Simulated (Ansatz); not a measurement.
**A computed series for Ir: response to strain**

The reference is Ir in the fcc (Cu type) structure (space group Fm-3m, No. 225; relaxed with 0.1 eV smearing).

```cif
data_Ir4
_chemical_formula_sum 'Ir4'
_space_group_name_H-M_alt 'Fm-3m'
_space_group_IT_number 225
_space_group_name_Hall '-F 4 2 3'
_cell_length_a 3.83110
_cell_length_b 3.83110
_cell_length_c 3.83110
_cell_angle_alpha 90.000
_cell_angle_beta 90.000
_cell_angle_gamma 90.000
loop_
_atom_site_label
_atom_site_type_symbol
_atom_site_symmetry_multiplicity
_atom_site_Wyckoff_symbol
_atom_site_fract_x
_atom_site_fract_y
_atom_site_fract_z
_atom_site_occupancy
Ir1 Ir 4 a 0.00000 0.00000 0.00000 1
```
(The calculation used a cell of 1 atom; values per cell refer to that cell.)

Strains are applied to the cell and any free atomic positions relax.

All numbers come from PBEsol/PAW in Ansatz (a quantum-chemistry and plane-wave program), spin-orbit coupling left out.

Notes on the quantities. energy relative to the base: free energy F.

```json
[
 {"variant": "base", "energy relative to the base": "0 meV/atom", "pressure": "0.0 GPa", "volume per atom": "14.06 Å³"},
 {"variant": "isotropic strain −3.00 %", "energy relative to the base": "+155 meV/atom", "pressure": "44.3 GPa", "volume per atom": "12.83 Å³"},
 {"variant": "isotropic strain −2.50 %", "energy relative to the base": "+105 meV/atom", "pressure": "35.4 GPa", "volume per atom": "13.03 Å³"},
 {"variant": "isotropic strain −1.50 %", "energy relative to the base": "+36 meV/atom", "pressure": "19.6 GPa", "volume per atom": "13.43 Å³"},
 {"variant": "isotropic strain −0.50 %", "energy relative to the base": "(withheld)", "pressure": "6.0 GPa", "volume per atom": "13.85 Å³"},
 {"variant": "isotropic strain +1.00 %", "energy relative to the base": "(withheld)", "pressure": "-10.7 GPa", "volume per atom": "14.48 Å³"},
 {"variant": "isotropic strain +1.50 %", "energy relative to the base": "+32 meV/atom", "pressure": "-15.4 GPa", "volume per atom": "14.70 Å³"},
 {"variant": "isotropic strain +2.00 %", "energy relative to the base": "+56 meV/atom", "pressure": "-19.7 GPa", "volume per atom": "14.92 Å³"},
 {"variant": "isotropic strain +2.50 %", "energy relative to the base": "+86 meV/atom", "pressure": "-23.6 GPa", "volume per atom": "15.14 Å³"},
 {"variant": "isotropic strain +3.00 %", "energy relative to the base": "+121 meV/atom", "pressure": "(withheld)", "volume per atom": "15.36 Å³"}
]
```

Fill in the withheld entries from the trend.


- isotropic strain −0.50 %, energy relative to the base: +3.9 meV/atom
- isotropic strain +1.00 %, energy relative to the base: +15 meV/atom
- isotropic strain +3.00 %, pressure: -27.3 GPa

Stability against distortions was not tested. All final runs are without spin polarisation.
